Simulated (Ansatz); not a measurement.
Consider this model of amorphous Si₃₀N₄₁In.

```xyz
72
Lattice="9.0682 -0.1005 -0.0322 -0.1005 9.4211 0.2062 -0.0322 0.2062 9.5537" Properties=species:S:1:pos:R:3 pbc="T T T"
Si     2.4035     3.9062     7.8880
Si     0.6630     1.8201     7.5673
Si     8.7687     6.4276     5.2816
Si     7.2552     3.4677     9.1205
Si     0.2976     8.3410     3.0861
Si     4.0750     4.2152     3.0074
Si     7.6833     3.8298     4.9560
Si     1.9501     3.9231     1.8254
Si     6.5147     6.4149     9.3734
Si     4.1165     8.9724     0.8083
Si     1.1672     6.5786     7.9375
Si     6.8504     3.0730     2.7584
Si     2.4224     1.0921     2.1539
Si     4.0584     0.9346     5.0413
Si     5.7698     5.6157     5.2839
Si     2.3226     8.9159     7.5724
Si     1.0206     5.1633     3.6759
Si     5.3094     1.8752     0.8754
Si     0.2251     5.4397     0.3502
Si     8.9482     1.7861     0.6822
Si     7.3005     8.6643     0.8704
Si     6.9818     6.2613     2.8804
Si     1.1889     8.6707     0.3635
Si     1.5138     0.9504     4.9008
Si     4.0633     6.2877     7.4398
Si     5.1250     3.2654     7.0221
Si     8.1172     0.9247     5.0235
Si     4.3558     6.0598     1.0023
Si     8.1744     8.3831     7.5733
Si     6.0345     8.1783     5.5475
N      0.7642     7.2141     9.5276
N      0.0971     4.8271     5.1680
N      2.7822     1.3786     3.8056
N      5.2023     2.9651     2.4056
N      0.5859     9.4039     8.0250
N      5.2412     6.8680     6.3503
N      5.9166     0.1491     0.6588
N      3.4629     4.6408     1.3613
N      3.7997     4.5622     7.1678
N      5.6411     3.0037     8.7740
N      1.2970     4.9904     8.5816
N      7.9058     7.6363     2.2605
N      0.3406     1.8471     5.8797
N      8.5933     2.5122     8.5779
N      4.8157     2.0109     6.0168
N      7.0587     6.8144     4.6769
N      0.1770     0.1296     4.0832
N      2.8005     9.1005     9.1681
N      7.2131     9.1911     6.3214
N      7.4413     2.2736     4.1988
N      1.6279     8.9092     2.1367
N      2.3686     4.0960     3.5375
N      1.3571     2.3348     1.4930
N      2.6952     0.1802     5.8785
N      7.2480     4.6164     3.4093
N      4.9249     9.0330     4.5849
N      0.8901     6.9180     4.0330
N      4.8462     6.4093     8.9244
N      6.4385     4.2586     6.1350
N      7.2175     7.9290     8.9414
N      2.5879     7.1652     7.2469
N      8.8933     6.9510     6.8769
N      2.2158     2.3110     7.9073
N      0.5787     4.9516     1.9377
N      8.8565     0.1175     0.5972
N      3.8221     7.5143     1.6534
N      4.6592     5.5281     3.9809
N      7.6871     5.1520     9.1795
N      3.7953     1.1134     1.1958
N      7.4710     2.5497     1.2342
N      6.0375     6.0527     1.4863
In     3.6004     7.5427     3.7142
```

Calculation: PBE, scalar-relativistic without spin-orbit coupling (plane waves to 420 eV, PAW; Ansatz, an electronic-structure program).

Preparation: random packing, a CHGNet melt and quench, and a DFT relaxation. N atoms were pushed apart under 1.9 Å during the dynamics, to hinder bonds among them. The hot cell started wider than the set density and was brought back towards it in steps. It is the lowest in DFT energy of 2 quenches. It is a model cell: composition and starting density were chosen by hand, and all elements were melted together. No dispersion term was used. Its density started from a set value of 3.12 and ended at 3.12 g/cm³. The quench (nominally 380 K/ps over its main leg) was far faster than any real one, so the model tends to hold more defects than a real film. A cell of this size samples the disorder only roughly. The volume was held where the preparation left it and the shape relaxed, at a PBE pressure of 2.9 GPa. Stress components on the final sampling reach 3.0 GPa.

Bonds are counted up to Si-Si 2.60 Å, Si-N 2.14 Å, Si-In 2.78 Å, N-N 1.70 Å, N-In 2.56 Å, In-In 3.12 Å. Two cations that share two anions don't count as bonded, nor two that share one unless they lie closer than Si-Si 2.38 Å, Si-In 2.71 Å, In-In 3.04 Å.

**Question.** Give the coordination numbers, mean bond lengths and angles.

**Answer.** 
* **Mean coordination of Si by anions**: 4.00 (1 with 3, 28 with 4, 1 with 5)
* **Mean coordination of N**: 3.00 (2 with 2, 37 with 3, 2 with 4)
* **Mean coordination of In by anions**: 3.00 (1 with 3)
* **Mean Si-N bond**: 1.757 Å (spread 0.064 Å, 120 counted)
* **Mean N-In bond**: 2.180 Å (spread 0.089 Å, 3 counted)
* **Bond angle at Si**: mean 109.1°, spread 13.4°
* **Bond angle at N**: mean 116.4°, spread 18.7°

**Question.** Which atoms depart from the most common coordination of their element?

**Answer.** Si1 has 3 (N63 1.61 Å, N41 1.70 Å, N39 1.70 Å); Si23 has 5 (N31 1.75 Å, N48 1.82 Å, N51 1.84 Å, N65 1.85 Å, N35 2.05 Å); N35 has 4 (Si29 1.79 Å, Si2 1.85 Å, Si16 1.86 Å, Si23 2.05 Å); N45 has 2 (Si26 1.64 Å, Si14 1.64 Å); N46 has 4 (Si3 1.85 Å, Si15 1.86 Å, Si22 1.88 Å, Si30 1.91 Å); N63 has 2 (Si1 1.61 Å, Si2 1.66 Å).

**Question.** List the pairs of like atoms that count as bonded by the rules above.

**Answer.** There are none by these rules.
